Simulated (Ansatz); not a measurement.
Cost and result by functional for the surface energy of the (101) surface of tetragonal WSi2 in its 1x1 cell (cut with top plane Si, bottom plane Si), outermost plane spacing 1.00 Å in the ideal cut, in Ansatz (plane waves, PAW). Single points on the PBE structure, on one kind of machine; costs are rough ratios of the slab run's core time (references not counted) to the cheapest single point. r2SCAN's cost holds its higher cutoff (500 against 420 eV). Differences are taken against r2SCAN for comparison alone: no measured value is at hand, so the table doesn't rank accuracy.

Model: 12-atom slab, Si8W4, 11.0 Å thick at the start, 12x9x1 mesh, Fermi-Dirac 0.1 eV, dipole correction, all atoms relaxed; held to the part of the start's symmetry that mesh and held atoms allow; no spin, no spin-orbit, no U. These notes are the PBE run's.

```json
[
 {"functional": "LDA", "relative cost": "1", "surface energy (J/m²)": "2.49", "less r2SCAN (J/m²)": "0.21"},
 {"functional": "PBEsol", "relative cost": "1", "surface energy (J/m²)": "2.42", "less r2SCAN (J/m²)": "0.15"},
 {"functional": "RPBE", "relative cost": "1", "surface energy (J/m²)": "1.96", "less r2SCAN (J/m²)": "-0.32"},
 {"functional": "r2SCAN", "relative cost": "2", "surface energy (J/m²)": "2.28", "less r2SCAN (J/m²)": "0.00"},
 {"functional": "PBE (the relaxed run's value)", "relative cost": "–", "surface energy (J/m²)": "2.11", "less r2SCAN (J/m²)": "-0.16"}
]
```

The values span 0.53 J/m², while the single points' costs differ by a factor of roughly 2. Differences are of unrounded values.

Ansatz is a first-principles code.
